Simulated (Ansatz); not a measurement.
The structure below was relaxed with PBEsol (Ansatz, a quantum-chemistry and plane-wave program; PAW; 420 eV plane waves; no SOC), earlier PAW set.

```
CELL_PARAMETERS angstrom
      0.00000     1.95397     1.95397
      1.95397     0.00000     1.95397
      1.95397     1.95397     0.00000
ATOMIC_POSITIONS crystal
  S  0.00000 0.00000 0.00000
```

Q: Find the space group and the Wyckoff positions.

A: Space group Fm-3m (No. 225); a = b = c = 3.9079 Å, α = β = γ = 90.00°

```csv
atom,site,symmetry,x,y,z
S,4a,m-3m,0.0000,0.0000,0.0000
```

No phonon test of stability was made. The cell was made from Pd by this change: Pd → S; the result is a hypothetical phase, not in the database extracts checked.
